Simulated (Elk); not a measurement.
Worked example: self-consistent single point of AlNi (Pm-3m, 2 atoms in the cell) in Elk.

Method of the run: LDA (PW92), all-electron FP-LAPW, Elk's shipped species files, APW+lo basis with extra local orbitals (Elk).

```yaml
crystal:
  lattice:
    - [2.82139, 0.00000, 0.00000]
    - [0.00000, 2.82139, 0.00000]
    - [0.00000, 0.00000, 2.82139]
  atoms:
    - { symbol: Al, position: [0.50000, 0.50000, 0.50000] }
    - { symbol: Ni, position: [0.00000, 0.00000, 0.00000] }
```

Reference input (self-consistent single point, DFT, PBE, all-electron FP-LAPW, Elk's shipped species files, APW+lo basis with extra local orbitals): xctype = 20; rgkmax = 7.5; stype = 0; swidth = 0.00999582 Ha; ngridk = 9 9 9; tforce = true; gmaxvr = 18 1/bohr; lmaxapw = 10; lmaxo = 8; nxlo = 2; lorbcnd = true; lradstp = 2. This run's input differs from it in these lines:

```diff
@@ -4,3 +4,3 @@
 xctype
-  20
+  3
```

The program printed (abridged):

```
│ Self-consistent loop started │
│ Loop number : 1 │
 total energy                :     -1770.51143088
│ Loop number : 2 │
 total energy                :     -1770.03076433
RMS change in Kohn-Sham potential (target) :   0.1717005915     (  0.1000000000E-05)
Absolute change in total energy (target)   :   0.4806665492     (  0.1000000000E-03)
│ Loop number : 3 │
 total energy                :     -1766.44989473
RMS change in Kohn-Sham potential (target) :   0.1007236314     (  0.1000000000E-05)
Absolute change in total energy (target)   :    3.701036238     (  0.1000000000E-03)
│ Loop number : 4 │
   [... lines left out ...]
Absolute change in total energy (target)   :   0.7833967845E-03 (  0.1000000000E-03)
│ Loop number : 13 │
 total energy                :     -1760.36876407
RMS change in Kohn-Sham potential (target) :   0.9903502650E-06 (  0.1000000000E-05)
Absolute change in total energy (target)   :   0.1404978354E-03 (  0.1000000000E-03)
│ Loop number : 14 │
 total energy                :     -1760.36880761
RMS change in Kohn-Sham potential (target) :   0.6416118128E-07 (  0.1000000000E-05)
Absolute change in total energy (target)   :   0.8416277979E-05 (  0.1000000000E-03)
Convergence targets achieved

│ Loop number : 15 │

Energies :
 Fermi                       :     0.359673822178
 total energy                :     -1760.36881466

Density of states at Fermi energy :    21.92854811
 (states/Hartree/unit cell)

Estimated indirect band gap :   0.4573051599E-02
 from k-point      8 to k-point     18
Estimated direct band gap   :   0.4069710383E-01
 at k-point     34

Charges :
 core                        :    16.00000000
 valence                     :    25.00000000
 interstitial                :    2.603283455
 muffin-tins (core leakage)
  species :    1 (Al)
   atom    1                 :    11.15319889     (  0.1022657731E-02)
  species :    2 (Ni)
   atom    1                 :    27.24351766     (  0.6486220828E-03)
 total in muffin-tins        :    38.39671655
   [... lines left out ...]
   total force               :     0.00000000    0.00000000    0.00000000
   total magnitude           :     0.00000000
 species :    2 (Ni)
  atom :    1
   Hellmann-Feynman          :     0.00000000    0.00000000    0.00000000
   IBS                       :    -0.00000000   -0.00000000    0.00000000
   total force               :    -0.00000000   -0.00000000    0.00000000
   total magnitude           :     0.00000000
```

The run converged in 15 iterations. The count includes the last loop, which Elk runs after its targets are met. 

The starting cell comes from a database of computed structures (which also holds hypothetical and non-ambient phases and stackings), without a prior relaxation at this level. Its lattice was rescaled by a random factor within 2.5 % of one. Spin polarisation is off. Values depend on the basis (sphere radii, cutoffs, local orbitals), which need not be converged. The log's line on a gap gives a spacing of levels on this mesh, which the program prints for metals too.

Cost on one core of a shared machine: roughly 40 s.
